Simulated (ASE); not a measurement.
Pair distribution function (Be-Te) of BeTe (zinc blende), cell Be32Te32, begun in the crystal structure [in the run: it stayed crystalline; mean temperature 291 K (target 300 K); density 4.99 g/cm³], from MD at 291 K. These are the machine-learned potential CHGNet 0.3.0 run with ASE values and carry that method's errors. Volume per atom 22.74 Å³, mean pressure -0.1 GPa. 

(r (Å), g(r)): (1.54, 0.00); (1.58, 0.00); (1.62, 0.00); (1.66, 0.00); (1.70, 0.00); (1.74, 0.00); (1.78, 0.00); (1.82, 0.00); (1.86, 0.00); (1.90, 0.00); (1.94, 0.00); (1.98, 0.00); (2.02, 0.00); (2.06, 0.00); (2.10, 0.00); (2.14, 0.00); (2.18, 0.05); (2.22, 0.12); (2.26, 0.86); (2.30, 2.35); (2.34, 5.48); (2.38, 8.20); (2.42, 11.0); (2.46, 10.8); (2.50, 8.46); (2.54, 5.60); (2.58, 3.29); (2.62, 1.92); (2.66, 0.99); (2.70, 0.51); (2.74, 0.20); (2.78, 0.14); (2.82, 0.06); (2.86, 0.02); (2.90, 0.00); (2.94, 0.00); (2.98, 0.00); (3.02, 0.00); (3.06, 0.00); (3.10, 0.00); (3.14, 0.00); (3.18, 0.00); (3.22, 0.00); (3.26, 0.00); (3.30, 0.00); (3.34, 0.00); (3.38, 0.00); (3.42, 0.00); (3.46, 0.00); (3.50, 0.00); (3.54, 0.00); (3.58, 0.00); (3.62, 0.00); (3.66, 0.00); (3.70, 0.00); (3.74, 0.00); (3.78, 0.00); (3.82, 0.00); (3.86, 0.00); (3.90, 0.00); (3.94, 0.00); (3.98, 0.00); (4.02, 0.00); (4.06, 0.00); (4.10, 0.00); (4.14, 0.00); (4.18, 0.01); (4.22, 0.03); (4.26, 0.05); (4.30, 0.09); (4.34, 0.20); (4.38, 0.40); (4.42, 0.76); (4.46, 1.31); (4.50, 2.10); (4.54, 2.98); (4.58, 3.96); (4.62, 4.95); (4.66, 5.59); (4.70, 5.76); (4.74, 5.55); (4.78, 4.83); (4.82, 3.81); (4.86, 2.77); (4.90, 1.73); (4.94, 1.13); (4.98, 0.62); (5.02, 0.34); (5.06, 0.14); (5.10, 0.06)

### Question
From these data, give where the first shell ends and the number of neighbours in it.

### Answer
g is nil from 2.9 to 4.1 Å, so any cut there serves; 4.0 Te round each Be and 4.0 Be round each Te in the shell, from n = 4πρ∫r²g(r)dr.
